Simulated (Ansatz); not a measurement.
The parent structure is CdS in the wurtzite structure (space group P6_3mc, No. 186; a = 4.1962 Å, c = 6.8295 Å).

All numbers come from DFT with PBE, PAW potentials and a 420 eV plane-wave cutoff in Ansatz (a quantum-chemistry and plane-wave program), scalar-relativistic without spin-orbit coupling.

Before the change:

- Electron mass: 0.12 mₑ along c, 0.13 mₑ across (at Γ)
- c/a ratio: 1.628
- Band gap: 1.11 eV

Modification: full substitution Cd → Zn; the structure is relaxed again.

**Question.** What does the calculation give for the electron mass after the change?

**Answer.** The electron mass changes from 0.12 mₑ along c, 0.13 mₑ across (at Γ) to 0.16 mₑ along c, 0.18 mₑ across (at Γ).

**Question.** What happens to the c/a ratio?

**Answer.** The c/a ratio increases by 0.012 to 1.640.

**Question.** What happens to the band gap?

**Answer.** The band gap grows by 0.97 eV to 2.08 eV.

Effective masses come from finite differences of ±0.01 Å⁻¹. Semilocal Kohn–Sham gaps tend to fall short of experiment. Whether these cells are dynamically stable was not tested.
